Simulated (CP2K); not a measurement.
CP2K run on CdS (F-43m, 2 atoms in the cell): self-consistent single point.

Computed with PBE, GPW, DZVP-MOLOPT-SR-GTH basis, GTH-PBE potentials (GTH_POTENTIALS) (CP2K 2026.2).

The change in words: lattice scaled by 0.98. Reference geometry:
```
CELL_PARAMETERS angstrom
      4.17903     0.00000     0.00000
      2.08952     3.61915     0.00000
      2.08952     1.20638     3.41216
ATOMIC_POSITIONS crystal
  Cd 0.00000 0.00000 0.00000
  S  0.25000 0.25000 0.25000
```

Reference input (self-consistent single point, DFT PBE, GPW, DZVP-MOLOPT-SR-GTH basis, GTH-PBE potentials (GTH_POTENTIALS)): CUTOFF = 500 Ry; REL_CUTOFF = 50 Ry; KPOINTS/SCHEME = MONKHORST-PACK 7 7 7; XC_FUNCTIONAL = PBE; Cd/BASIS_SET = DZVP-MOLOPT-SR-GTH; Cd/POTENTIAL = GTH-PBE-q12; S/BASIS_SET = DZVP-MOLOPT-SR-GTH; S/POTENTIAL = GTH-PBE-q6; METHOD = GPW; EPS_DEFAULT = 1e-11; NGRIDS = 5; SCF_GUESS = ATOMIC. This run's input differs from it in these lines:

```diff
@@ -59,5 +59,5 @@
     &CELL
-      A 4.17903100 0.00000000 0.00000000
-      B 2.08951500 3.61914700 0.00000000
-      C 2.08951500 1.20638200 3.41216400
+      A 4.09545100 0.00000000 0.00000000
+      B 2.04772500 3.54676400 0.00000000
+      C 2.04772500 1.18225500 3.34392200
       PERIODIC XYZ
```

Log, with long lists cut:

```
 SCF WAVEFUNCTION OPTIMIZATION

  Step     Update method      Time    Convergence         Total energy    Change
     1 NoMix/Diag. 0.40E+00      -     1.72902457       -56.3911788816 -5.64E+01
     2 Broy./Diag. 0.40E+00      -     0.08261649       -56.1828329752  2.08E-01
     3 Broy./Diag. 0.40E+00      -     0.07867713       -56.2800232557 -9.72E-02
     4 Broy./Diag. 0.40E+00      -     0.00968916       -56.3363659945 -5.63E-02
     5 Broy./Diag. 0.40E+00      -     0.00075942       -56.3263045963  1.01E-02
     6 Broy./Diag. 0.40E+00      -     0.00047308       -56.3202506241  6.05E-03
   [... 4 lines left out ...]
    11 Broy./Diag. 0.40E+00      -     0.00000177       -56.3219003510  8.59E-06
    12 Broy./Diag. 0.40E+00      -     0.00000018       -56.3219004121 -6.12E-08
    13 Broy./Diag. 0.40E+00      -     0.00000025       -56.3218996046  8.08E-07
    14 Broy./Diag. 0.40E+00      -     0.00000001       -56.3218990556  5.49E-07
  *** SCF run converged in    14 steps ***

  Overlap energy of the core charge distribution:               0.00000000045359
  Self energy of the core charge distribution:                -98.03709906323351
  Core Hamiltonian energy:                                     29.61859521910872
  Hartree energy:                                              21.02081815535066
  Exchange-correlation energy:                                 -8.92421336725053

  Total energy:                                               -56.32189905557107

 ENERGY| Total FORCE_EVAL ( QS ) energy [hartree]            -56.321899003833970

 FORCES| Atomic forces [hartree/bohr]
 FORCES|   Atom     x               y               z               |f|
 FORCES|      1 -4.48060065E-08  2.95359559E-08 -2.53778512E-08   5.93631725E-08
   [... lines left out ...]

 STRESS| Analytical stress tensor [bar]
 STRESS|                        x                   y                   z
 STRESS|      x        5.64970649401E+04  -2.44291585939E+00  -1.72740921282E+00
 STRESS|      y       -2.44291585939E+00   5.65002304434E+04  -1.13250291407E+00
 STRESS|      z       -1.72740921282E+00  -1.13250291407E+00   5.65006672413E+04
 STRESS| 1/3 Trace                                             5.64993208749E+04
```

The run converged in 14 iterations. Against the reference run the free energy goes up by 33.1 meV/atom, the pressure goes from 1.56 to 5.65 GPa and the gap on the mesh goes from 1.026 to 1.163 eV.

The starting cell comes from a database of computed structures (which also holds hypothetical and non-ambient phases and stackings), without a prior relaxation at this level. Its lattice was rescaled by a random factor within 2.5 % of one. For this run, on top of that: lattice scaled by 0.98. Values carry the incompleteness of an atom-centred basis. With a pressure of about 6 GPa the cell is away from its equilibrium volume at this level.
